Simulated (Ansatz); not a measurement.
AlB2-type TiB2

These are RPBE (plane waves, PAW; Ansatz, an electronic-structure program) values and carry that method's errors.

Numerical settings: plane-wave cutoff 520 eV, 24×24×18 k mesh (along the axes of the cell as run), Fermi–Dirac smearing 0.05 eV, no spin polarisation, scalar-relativistic PAW data made under PBE.

Cell (relaxed at this level):

```xyz
3
Lattice="1.5245 -2.6405 0.0000 1.5245 2.6405 0.0000 0.0000 0.0000 3.2474" Properties=species:S:1:pos:R:3 pbc="T T T"
Ti     0.0000     0.0000     0.0000
B      1.5245     0.8802     1.6237
B      1.5245    -0.8802     1.6237
```

```yaml
bulk_modulus: 239 GPa
band_gap: zero (no gap)
pressure derivative B′ of the bulk modulus: 3.9
```

Measured, for comparison: bulk modulus 240 GPa (room temperature, not corrected to a static lattice, our sources range from 233 to 250; as tabulated in Synthesis of Binary Transition Metal Nitrides, Carbides and Borides from the …). Computed (rounded) less measured: bulk modulus -0.4 % (inside the range of the sources held).

Note: the bulk modulus comes from volumes at which shape and atoms were relaxed.

Static lattice: no zero-point or thermal effects.

Computing time: about 8 core-minutes (a rough figure).
